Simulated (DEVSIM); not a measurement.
Device: illuminated GaAs p-on-n cell, one wavelength, at 450 K.

Layer 1 from the left is GaAs, thickness (μm) 0.210, Na (cm⁻³) 9e17, τn (s) 4.1e-11, τp (s) 1.6e-10, absorption coefficient (cm⁻¹) 13000. Layer 2 from the left is GaAs, thickness (μm) 1.60, Nd (cm⁻³) 1.5e15, τn (s) 1.1e-9, τp (s) 1.1e-9, absorption coefficient (cm⁻¹) 13000.

Left contact: ohmic, minority electron recombination velocity 2e6 cm/s. Right contact: ohmic, minority hole recombination velocity 1e5 cm/s. Voltage is applied to the left contact. Recombination: SRH at mid-gap, radiative, Auger. Light enters at the left, 1.8e17 photons cm⁻² s⁻¹, one pass, no reflection. Mobility is constant in doping.

This is a model device: material constants are rounded textbook-type values typed into the input, and sizes, dopings and lifetimes were drawn at random. Values at 300 K; Nc and Nv go as T^1.5, mobilities as T to minus their exponent, the gap by Varshni's rule with the affinity fixed.

GaAs: gap (eV) 1.424, affinity (eV) 4.07, permittivity 12.9, Nc (cm⁻³) 4.7e17, Nv (cm⁻³) 9e18, μn (cm²/Vs) 8500, μp (cm²/Vs) 400, T exponent of μn 2.1, T exponent of μp 2.2, B (cm³/s) 2e-10, Cn (cm⁶/s) 1e-30, Cp (cm⁶/s) 1e-30, Varshni α (eV/K) 0.000541, Varshni β (K) 204.

Model (solved in DEVSIM): 1D drift-diffusion, Boltzmann statistics, complete ionisation; no tunnelling, impact ionisation, image-force lowering or self-heating.

Dark forward current:

```tsv
|V| (V)	|J| (A/cm²)
0.05	8.359e-5
0.10	0.0002389
0.15	0.0005448
0.20	0.001165
0.25	0.002448
0.30	0.005154
0.35	0.01101
0.40	0.02412
0.45	0.05471
0.50	0.1297
0.55	0.3225
0.60	0.8373
0.65	2.225
0.70	5.837
0.75	14.57
0.80	34.33
0.85	78.16
0.90	176.5
0.95	402.0
1.00	922.8
1.05	2077
```

Q: Work out the local ideality factor n = ΔV / (kT/q · ln(J2/J1)) between the rows 0.20 and 0.25 V, 0.60 and 0.65 V, 1.00 and 1.05 V.

A: kT/q = 38.78 mV. From 0.20 to 0.25 V: ln(0.002448/0.001165) = 0.743, n = 1.74. From 0.60 to 0.65 V: ln(2.225/0.8373) = 0.977, n = 1.32. From 1.00 to 1.05 V: ln(2077/922.8) = 0.811, n = 1.59.

Q: What current could the absorbed light give at most, and what share is collected?

A: Σ αd = 2.35, so qΦ(1 − exp(−Σ αd)) = 26.1 mA/cm². The simulated short-circuit current is 23.41 mA/cm², a share of 0.90.

Q: Estimate the open-circuit voltage by superposition: the voltage at which the dark current equals that short-circuit current.

A: Interpolating ln J in the table gives 0.398 V. The simulation gives 0.395 V; the estimate lies 3 mV above. Superposition holds where collection doesn't change with voltage.
